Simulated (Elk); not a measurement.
Worked example: self-consistent single point of PbSe2 (I4/mcm, 6 atoms in the cell) in Elk.

Level of theory: PBEsol, all-electron FP-LAPW, Elk's shipped species files, default APW+lo basis (Elk).

```yaml
crystal:
  lattice:
    - [-3.22050, 3.22050, 3.88034]
    - [3.22050, -3.22050, 3.88034]
    - [3.22050, 3.22050, -3.88034]
  atoms:
    - { symbol: Pb, position: [0.25000, 0.25000, 0.00000] }
    - { symbol: Pb, position: [0.75000, 0.75000, 0.00000] }
    - { symbol: Se, position: [0.62982, 0.12982, 0.75964] }
    - { symbol: Se, position: [0.37018, 0.87018, 0.24036] }
    - { symbol: Se, position: [0.12982, 0.37018, 0.50000] }
    - { symbol: Se, position: [0.87018, 0.62982, 0.50000] }
```

Reference input (self-consistent single point, DFT, LDA (PW92), all-electron FP-LAPW, Elk's shipped species files, default APW+lo basis): stype = 0; swidth = 0.00734986 Ha; ngridk = 4 4 4; rmtscf = 0.87; maxscl = 100. This run's input differs from it in these lines:

```diff
@@ -2,2 +2,5 @@
   0
+
+xctype
+  22
```

Output, abridged:

```
│ Self-consistent loop started │
│ Loop number : 1 │
 total energy                :     -51574.0841421
│ Loop number : 2 │
 total energy                :     -51574.1629675
RMS change in Kohn-Sham potential (target) :   0.1544158064     (  0.1000000000E-05)
Absolute change in total energy (target)   :   0.7882538425E-01 (  0.1000000000E-03)
│ Loop number : 3 │
 total energy                :     -51573.4845231
RMS change in Kohn-Sham potential (target) :   0.1437098879     (  0.1000000000E-05)
Absolute change in total energy (target)   :   0.6587380343     (  0.1000000000E-03)
│ Loop number : 4 │
   [... lines left out ...]
Absolute change in total energy (target)   :   0.3778147293E-03 (  0.1000000000E-03)
│ Loop number : 14 │
 total energy                :     -51560.8172597
RMS change in Kohn-Sham potential (target) :   0.7604820296E-07 (  0.1000000000E-05)
Absolute change in total energy (target)   :   0.1017170798E-03 (  0.1000000000E-03)
│ Loop number : 15 │
 total energy                :     -51560.8172687
RMS change in Kohn-Sham potential (target) :   0.4113508752E-07 (  0.1000000000E-05)
Absolute change in total energy (target)   :   0.1651841740E-04 (  0.1000000000E-03)
Convergence targets achieved

│ Loop number : 16 │

Energies :
 Fermi                       :     0.210545434654
 total energy                :     -51560.8172725

Density of states at Fermi energy :    14.67980923
 (states/Hartree/unit cell)

Estimated indirect band gap :   0.7712670172E-02
 from k-point     10 to k-point      1
Estimated direct band gap   :   0.4550394953E-01
 at k-point     11

Charges :
 core                        :    208.0000000
 valence                     :    92.00000000
 interstitial                :    15.40291154
 muffin-tins (core leakage)
  species :    1 (Pb)
   atom    1                 :    79.37100053     (  0.6549296040E-02)
   atom    2                 :    79.37100053     (  0.6549296040E-02)
  species :    2 (Se)
   atom    1                 :    31.46377185     (  0.4502124340E-03)
   atom    2                 :    31.46377185     (  0.4502124340E-03)
   atom    3                 :    31.46377185     (  0.4502124340E-03)
   atom    4                 :    31.46377185     (  0.4502124340E-03)
 total in muffin-tins        :    284.5970885
 total calculated charge     :    299.9523718
 total charge                :    300.0000000
 error                       :   0.4762821259E-01

│ Self-consistent loop stopped │
```

The run converged in 16 iterations. The count includes the last loop, which Elk runs after its targets are met. 

The starting cell comes from a database of computed structures (which also holds hypothetical and non-ambient phases and stackings), without a prior relaxation at this level. Its lattice was rescaled by a random factor within 2.5 % of one. Spin-orbit coupling is off. Values depend on the basis (sphere radii, cutoffs, local orbitals), which need not be converged. The run gives no clean gap (levels at the Fermi energy touch, overlap or are partly filled at this smearing), which alone does not show that the compound is a metal. The log's line on a gap gives a spacing of levels on this mesh, which the program prints for metals too.

Cost on one core of a shared machine: roughly 2 min.
